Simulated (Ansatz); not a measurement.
Output of an Ansatz run (abridged):

```
WARN the atoms were moved onto the symmetric positions of the space group found under crystal.symmetry.tolerance 1.0e-5 (fractional …
WARN ansatz: RAYON_NUM_THREADS=1 ignored (pool sized by the plan → 1); use --threads N
Pseudopotentials: kind: paw
Pseudopotential: Lu, paw, valence charge 25
Pseudopotential: Br, paw, valence charge 7
Crystal: 8 atoms, lattice volume = 326.431 Å³
Basis set: ecut = 420.4159175005146 eV, 6325 PW (Γ), exchange–correlation on 144×144×50 points (8 copies of the dense FFT grid, shifted against one another)
Bands: 56, of which v1, the nominal top of the filled ones, is band 46 counted from 1 (45 counted from 0)
Symmetry: 6 space group operations
Space group: P3m1 (ITA 156), of the structure as read, at distance tolerance 6.9e-5 Å
k-points: 6 of 20 (time reversal used)
PAW frozen core: Lu, regenerated for the run's functional, and the local potential with it
PAW frozen core: Br, regenerated for the run's functional, and the local potential with it
Initial density: superposition of atomic densities (neutral atoms: chi_scale 0, normalization atom), corrected by the library's trained network
Initial wavefunctions: pseudopotential atomic-orbital guess
Eigensolver: davidson
Functional: x = pbesol(κ = 0.804, μ = 0.12345679012345678), c = pbesol(β = 0.046)
SCF iter   1: F=—  HF=-45655.726021 eV  |F-HF|=—  |Δ(HF+E_count)|=         —  Δρ=2.33e-3  dr2=2.40e-2  ethr=1.77e-3  ⟨swp⟩=5.3  Hψ=1197  notcnv=0  defer=45
all-band conjugate gradients solve this SCF's bands
preconditioner: auto → Resta (q_TF=auto, 2.209 Å⁻¹)
SCF iter   2: F=—  HF=-45655.725254 eV  |F-HF|=—  |Δ(HF+E_count)|=   7.67e-4  Δρ=1.30e-3  dr2=6.36e-3  ethr=2.61e-5  ⟨swp⟩=3.5  Hψ=676  notcnv=0  defer=48
SCF iter   3: F=—  HF=-45655.726072 eV  |F-HF|=—  |Δ(HF+E_count)|=   8.18e-4  Δρ=8.44e-4  dr2=2.41e-3  ethr=6.91e-6  ⟨swp⟩=2.3  Hψ=601  notcnv=0  defer=48
SCF iter   4: F=—  HF=-45655.725430 eV  |F-HF|=—  |Δ(HF+E_count)|=   6.41e-4  Δρ=2.66e-4  dr2=3.00e-4  ethr=2.62e-6  ⟨swp⟩=2.3  Hψ=599  notcnv=0  defer=48
SCF iter   5: F=—  HF=-45655.725470 eV  |F-HF|=—  |Δ(HF+E_count)|=   3.98e-5  Δρ=7.72e-5  dr2=4.50e-5  ethr=3.27e-7  ⟨swp⟩=2.0  Hψ=580  notcnv=0  defer=48
SCF iter   6: F=—  HF=-45655.725163 eV  |F-HF|=—  |Δ(HF+E_count)|=   3.07e-4  Δρ=3.05e-5  dr2=7.37e-6  ethr=4.89e-8  ⟨swp⟩=2.0  Hψ=585  notcnv=0  defer=34
SCF iter   7: F=—  HF=-45655.725171 eV  |F-HF|=—  |Δ(HF+E_count)|=   8.07e-6  Δρ=1.76e-5  dr2=9.32e-7  ethr=8.01e-9  ⟨swp⟩=2.0  Hψ=541  notcnv=0  defer=35
SCF iter   8: F=—  HF=-45655.725171 eV  |F-HF|=—  |Δ(HF+E_count)|=   2.75e-7  Δρ=1.10e-5  dr2=3.54e-7  ethr=1.01e-9  ⟨swp⟩=3.0  Hψ=607  notcnv=0  defer=35
SCF iter   9: F=—  HF=-45655.725171 eV  |F-HF|=—  |Δ(HF+E_count)|=   1.79e-7  Δρ=2.73e-6  dr2=2.39e-8  ethr=1.09e-10  ⟨swp⟩=15.2  Hψ=2789  notcnv=0
SCF iter  10: F=-45655.725171 eV  HF=-45655.725171 eV  |F-HF|=6.91e-10  |Δ(HF+E_count)|=   3.22e-8  Δρ=5.77e-7  dr2=1.75e-9  ethr=2.60e-11  ⟨swp⟩=5.0  Hψ=1418  notcnv=0
SCF 1 converged in 10 iterations: F = -45655.725171 eV  dr2 = 1.75e-9
SCF converged after 10 iterations
Free energy (F): -45655.725171 eV
Harris-Foulkes:  -45655.725171 eV  (|F-HF|=6.91e-10)
Internal energy: -45655.725171 eV  (E = F + TS)
E sigma→0 (E₀):  -45655.725171 eV
Fermi energy:    1.328164 eV
--- Per-component energies (eV) ---
  E_band       = -717.431360
  E_kinetic    = 1635.328152
  E_local      = -24367.754090  (includes V_loc(G=0)·N_el)
  E_nonlocal   = 1589.066038
  E_hartree    = 10466.143035
  E_xc         = -2001.913600
  E_vxc        = -1137.443389  (∫ρ·V_xc dr)
  E_paw        = -27727.300635  (= ΣΔE_a)
  E_vpaw       = 631.088398  (= ΣTr[D̂ρ^β])
  E_aug_tail   = 0.000061  (compensation charges beyond the density's cutoff)
  E_ewald      = -5252.232088
  E_core_change = 2.937957  (= ΣΔE_core)
  E_smearing   = -0.000000  (= −TS)
  E_closure    = -0.000000  (closes the sum)
  Σ components = -45655.725171   (vs F -45655.725171, Δ=0.00e0)
--- Forces (eV/Å), atoms counted from 1 ---
  atom   1  Lu    -0.00000000     0.00000000    -0.23964800
  atom   2  Lu     0.00000000    -0.00000000     0.00039544
  atom   3  Br     0.00000000     0.11856737     0.08021392
  atom   4  Br     0.00000000    -0.13051472    -0.00046107
  atom   5  Br    -0.11302906     0.06525736    -0.00046107
  atom   6  Br     0.10268236    -0.05928369     0.08021392
  atom   7  Br    -0.10268236    -0.05928369     0.08021392
  atom   8  Br     0.11302906     0.06525736    -0.00046107
  max |Σ_I F_I| component: 5.99e-6 eV/Å
--- Stress (GPa, compression-positive) ---
       -0.387133       0.000000      -0.000000
        0.000000      -0.387133       0.000000
       -0.000000       0.000000      -0.981273
  P = ⅓ Tr σ = -0.5852 GPa (-5.852 kbar)
  The stress holds the Pulay correction. Without it, at fixed plane waves, as pw.x and ABINIT print it: P = -0.6042 GPa
--- Band table (eV; the first three rows and the last of 6) ---
  k-point 0: bands = ["-53.5656", "-53.5596", "-24.2998", "-24.2998", "-24.2947", "-24.2947", "-24.1428", "-24.1387", "-12.3511", "-12.2386", "-11.8517", "-11.8517", "-11.7980", "-11.7980", "-2.3210", "-2.3210", "-2.3110", "-2.3110", "-2.3026", [...]
  k-point 1: bands = ["-53.5639", "-53.5579", "-24.2880", "-24.2880", "-24.2829", "-24.2829", "-24.2145", "-24.2103", "-12.1632", "-12.0662", "-11.8045", "-11.8045", "-11.7608", "-11.7608", "-2.3202", "-2.3148", "-2.3046", "-2.3046", "-2.2982", [...]
  k-point 2: bands = ["-53.5610", "-53.5550", "-24.3276", "-24.3234", "-24.2689", "-24.2689", "-24.2638", "-24.2638", "-11.8272", "-11.7857", "-11.7212", "-11.7212", "-11.7043", "-11.7043", "-2.3782", "-2.3648", "-2.2947", "-2.2947", "-2.2916", [...]
  k-point 5: bands = ["-53.5610", "-53.5550", "-24.3276", "-24.3234", "-24.2689", "-24.2689", "-24.2638", "-24.2638", "-11.8140", "-11.8007", "-11.7269", "-11.7225", "-11.7030", "-11.6967", "-2.3753", "-2.3690", "-2.2952", "-2.2947", "-2.2916", [...]
```

The structure:

```
CELL_PARAMETERS angstrom
     10.17123     0.00000     0.00000
     -5.08562     8.80855     0.00000
      0.00000     0.00000     3.64346
ATOMIC_POSITIONS crystal
  Lu 0.33333 0.66667 0.76372
  Lu 0.66667 0.33333 0.25000
  Br 0.21557 0.43115 0.25000
  Br 0.78443 0.56885 0.75000
  Br 0.78443 0.21557 0.75000
  Br 0.21557 0.78443 0.25000
  Br 0.56885 0.78443 0.25000
  Br 0.43115 0.21557 0.75000
```

Task: Reconstruct the input of this run.

Result: Other spellings and defaults could give the same log, and not every line can be read from it. The input that was run (DFT, PBEsol, plane waves, default PAW files made with PBE):

Ansatz 0.2 input:
```yaml
# LuBr3
crystal:
  lattice:
    - [10.17123200, 0.00000000, 0.00000000]
    - [-5.08561600, 8.80854600, 0.00000000]
    - [0.00000000, 0.00000000, 3.64345800]
  atoms:
    - { symbol: Lu, position: [0.33333300, 0.66666700, 0.76372300] }
    - { symbol: Lu, position: [0.66666700, 0.33333300, 0.25000000] }
    - { symbol: Br, position: [0.21557500, 0.43115000, 0.25000000] }
    - { symbol: Br, position: [0.78442500, 0.56885000, 0.75000000] }
    - { symbol: Br, position: [0.78442500, 0.21557500, 0.75000000] }
    - { symbol: Br, position: [0.21557500, 0.78442500, 0.25000000] }
    - { symbol: Br, position: [0.56885000, 0.78442500, 0.25000000] }
    - { symbol: Br, position: [0.43115000, 0.21557500, 0.75000000] }
basis:
  ecutwfc: 30.9 Ry
kpoints:
  mp_grid: { grid: [2, 2, 5] }
hamiltonian:
  xc: pbesol
  pseudopotentials: { kind: paw }
scf:
  occupations: { method: fixed }
output:
  forces: true
  eigenvalues: true
  stress: true
```

The starting cell comes from a database of computed structures (which also holds hypothetical and non-ambient phases and stackings), without a prior relaxation at this level. Its lattice was rescaled by up to half a per cent. One atom was moved a little off its site on purpose. Spin-orbit coupling is off. Ansatz's pressure includes its estimate of the finite-basis (Pulay) stress.

Ansatz is a first-principles code.
